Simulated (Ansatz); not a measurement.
## A self-consistent single point of Sn (I4_1/amd, 2 atoms in the cell) with Ansatz

Method of the run: PBE (plane waves, PAW; Ansatz, an electronic-structure program).

The input file:

Ansatz 0.2 input:
```yaml
# Sn
crystal:
  lattice:
    - [-2.91500000, 2.91500000, 1.59000000]
    - [2.91500000, -2.91500000, 1.59000000]
    - [2.91500000, 2.91500000, -1.59000000]
  atoms:
    - { symbol: Sn, position: [0.25000000, 0.75000000, 0.50000000] }
    - { symbol: Sn, position: [0.00000000, 0.00000000, 0.00000000] }
kpoints:
  mp_grid: { grid: [8, 8, 8] }
hamiltonian:
  xc: pbe
  pseudopotentials: { kind: paw }
scf:
  occupations: { method: gaussian, width: 0.1 eV }
output:
  forces: true
  eigenvalues: true
  stress: true
```

Log, with long lists cut:

```
WARN basis.ecutwfc = 420 eV, the default
WARN ansatz: RAYON_NUM_THREADS=1 ignored (pool sized by the plan → 1); use --threads N
Pseudopotentials: kind: paw
Pseudopotential: Sn, paw, valence charge 14
Crystal: 2 atoms, lattice volume = 54.042 Å³
Basis set: ecut = 420 eV, 1061 PW (Γ), exchange–correlation on 60×60×60 points (8 copies of the dense FFT grid, shifted against one another)
Bands: 18, of which v1, the nominal top of the filled ones, is band 14 counted from 1 (13 counted from 0)
Symmetry: 16 space group operations
Space group: I41/amd (ITA 141), of the structure as read, at distance tolerance 3.8e-5 Å
k-points: 59 of 512
Initial density: superposition of atomic densities (neutral atoms: chi_scale 0, normalization atom), corrected by the library's trained network
Initial wavefunctions: pseudopotential atomic-orbital guess
Eigensolver: davidson
Functional: x = pbe(κ = 0.804, μ = 0.2195149727645171), c = pbe(β = 0.06672455060314922)
SCF iter   1: F=—  HF=-12048.308988 eV  |F-HF|=—  |Δ(HF+E_count)|=         —  Δρ=1.21e-3  dr2=6.15e-4  ethr=1.77e-3  ⟨swp⟩=5.7  Hψ=5311  notcnv=0
all-band conjugate gradients solve this SCF's bands
preconditioner: auto → Kerker (q_TF=auto, 2.445 Å⁻¹)
SCF iter   2: F=—  HF=-12048.307937 eV  |F-HF|=—  |Δ(HF+E_count)|=   1.05e-3  Δρ=7.53e-4  dr2=2.97e-4  ethr=2.20e-6  ⟨swp⟩=2.0  Hψ=2308  notcnv=0
SCF iter   3: F=—  HF=-12048.307897 eV  |F-HF|=—  |Δ(HF+E_count)|=   3.99e-5  Δρ=3.91e-4  dr2=8.60e-5  ethr=1.06e-6  ⟨swp⟩=2.0  Hψ=1882  notcnv=0
SCF iter   4: F=—  HF=-12048.307904 eV  |F-HF|=—  |Δ(HF+E_count)|=   6.30e-6  Δρ=1.59e-4  dr2=9.60e-6  ethr=3.07e-7  ⟨swp⟩=2.9  Hψ=1879  notcnv=0
SCF iter   5: F=—  HF=-12048.307902 eV  |F-HF|=—  |Δ(HF+E_count)|=   1.32e-6  Δρ=8.62e-5  dr2=2.27e-6  ethr=3.43e-8  ⟨swp⟩=2.2  Hψ=1280  notcnv=0
SCF iter   6: F=—  HF=-12048.307901 eV  |F-HF|=—  |Δ(HF+E_count)|=   1.57e-6  Δρ=1.91e-5  dr2=1.23e-7  ethr=8.11e-9  ⟨swp⟩=2.0  Hψ=1648  notcnv=0
SCF iter   7: F=-12048.307901 eV  HF=-12048.307901 eV  |F-HF|=1.10e-8  |Δ(HF+E_count)|=   7.86e-8  Δρ=5.24e-6  dr2=8.30e-9  ethr=3.57e-10  ⟨swp⟩=5.1  Hψ=3959  notcnv=0
SCF 1 converged in 7 iterations: F = -12048.307901 eV  dr2 = 8.30e-9
SCF converged after 7 iterations
Free energy (F): -12048.307901 eV
Harris-Foulkes:  -12048.307901 eV  (|F-HF|=1.10e-8)
Internal energy: -12048.302507 eV  (E = F + TS)
E sigma→0 (E₀):  -12048.305204 eV
Entropy (-TS):   -0.005394 eV (-2.697 meV/atom)
Fermi energy:    10.787469 eV
--- Per-component energies (eV) ---
  E_band       = -162.345882
  E_kinetic    = 373.689270
  E_local      = -1693.708946  (includes V_loc(G=0)·N_el)
  E_nonlocal   = -64.688510
  E_hartree    = 1062.610525
  E_xc         = -765.409016
  E_vxc        = -192.492472  (∫ρ·V_xc dr)
  E_paw        = -8272.517232  (= ΣΔE_a)
  E_vpaw       = -710.360884  (= ΣTr[D̂ρ^β])
  E_aug_tail   = -0.000001  (compensation charges beyond the density's cutoff)
  E_ewald      = -2688.278596
  E_smearing   = -0.005394  (= −TS)
  E_closure    = -0.000000  (closes the sum)
  Σ components = -12048.307901   (vs F -12048.307901, Δ=0.00e0)
--- Forces (eV/Å), atoms counted from 1 ---
  atom   1  Sn    -0.00000000     0.00000000     0.00000000
  atom   2  Sn    -0.00000000     0.00000000     0.00000000
  max |Σ_I F_I| component: 6.94e-18 eV/Å
--- Stress (GPa, compression-positive) ---
        2.202161       0.000000       0.000000
        0.000000       2.202161       0.000000
       -0.000000       0.000000       3.723536
  P = ⅓ Tr σ = 2.7093 GPa (27.093 kbar)
  The stress holds the Pulay correction. Without it, at fixed plane waves, as pw.x and ABINIT print it: P = 2.6756 GPa
--- Band table (eV; the first three rows and the last of 59) ---
  k-point 0: bands = ["-10.8631", "-10.7691", "-10.7359", "-10.7136", "-10.5662", "-10.5662", "-10.5552", "-10.5552", "-10.4713", "-10.3600", "-0.3574", "7.2048", "8.8211", "8.8211", "13.7758", "17.0696", "17.0696", "17.6676"]
  k-point 1: bands = ["-10.8500", "-10.7715", "-10.7253", "-10.7216", "-10.5728", "-10.5590", "-10.5517", "-10.5503", "-10.4791", "-10.3731", "-0.2159", "6.1580", "8.9895", "9.5998", "14.4310", "15.9492", "16.3317", "17.5756"]
  k-point 2: bands = ["-10.8125", "-10.7761", "-10.7408", "-10.6939", "-10.5943", "-10.5462", "-10.5436", "-10.5364", "-10.4998", "-10.4070", "0.2086", "4.5953", "9.4889", "10.5356", "14.3170", "14.9521", "16.2152", "17.1995"]
  k-point 58: bands = ["-10.7841", "-10.7841", "-10.5913", "-10.5913", "-10.5828", "-10.5828", "-10.5633", "-10.5633", "-10.5505", "-10.5505", "3.2547", "3.2547", "5.9736", "5.9736", "15.8410", "15.8410", "20.2648", "20.2648"]
```

The run converged in 7 iterations.

The starting cell has typed, rounded lattice constants, without a prior relaxation at this level. Ansatz's pressure includes its estimate of the finite-basis (Pulay) stress.
